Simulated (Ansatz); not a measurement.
Start from CdO in the rock salt structure (space group Fm-3m, No. 225).

```
CdO
1.0
    0.00000     2.34512     2.34512
    2.34512     0.00000     2.34512
    2.34512     2.34512     0.00000
O Cd
1 1
Direct
  0.00000   0.00000   0.00000
  0.50000   0.50000   0.50000
```

Computed with plane-wave PAW DFT at the PBEsol level (Ansatz, a program for electronic structure, 420 eV), no spin-orbit coupling.

One change was made to it. Results:

| quantity | base | after |
|---|---|---|
| density | 8.27 g/cm³ | 8.49 g/cm³ |
| shortest interatomic distance | 234.5 pm | 232.4 pm |

Question: What was done to the base?
(A) pressure −1 GPa
(B) pressure 1.8 GPa
(C) pressure 18 GPa
(D) pressure 4.2 GPa
(E) pressure −2 GPa

Answer: D, pressure 4.2 GPa. For comparison, the density in the other runs: pressure −2 GPa gives 8.15 g/cm³; pressure 18 GPa gives 9.12 g/cm³; pressure −1 GPa gives 8.21 g/cm³; pressure 1.8 GPa gives 8.37 g/cm³.

A case with no gap was solved on a k-mesh chosen for an insulator, which is coarse for it. Load acts through the strain it causes; cell and atoms are relaxed under it. Stability against distortions was not tested. Competing high-pressure phases were not computed. The final runs are not spin-polarised.
